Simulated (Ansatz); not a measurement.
A computed series for SnTe: pressure series

Take SnTe in the rock salt structure (space group Fm-3m, No. 225) as the base.

```
SnTe
1.0
    0.00000     3.14456     3.14456
    3.14456     0.00000     3.14456
    3.14456     3.14456     0.00000
Sn Te
1 1
Direct
  0.00000   0.00000   0.00000
  0.50000   0.50000   0.50000
```

Cell and atoms are relaxed at each pressure.

Level of theory: DFT with PBEsol, PAW potentials and a 420 eV plane-wave cutoff in Ansatz (a program for electronic structure), no spin-orbit coupling.

Notes on the quantities. enthalpy: H = E + PV relative to the base's energy.

```csv
change,lattice parameter a,enthalpy
base,6.289 Å,–
pressure −2 GPa,6.389 Å,-0.40 eV/atom
pressure 15 GPa,5.876 Å,+2.60 eV/atom
pressure 22.5 GPa,5.753 Å,+3.75 eV/atom
pressure 30 GPa,___,+4.83 eV/atom
```

Problem. Complete the table.

Solution. 
- pressure 30 GPa, lattice parameter a: 5.657 Å

Load acts through the strain it causes; cell and atoms are relaxed under it. Stability against distortions was not tested. No other phases were tried under pressure. The final runs are not spin-polarised.
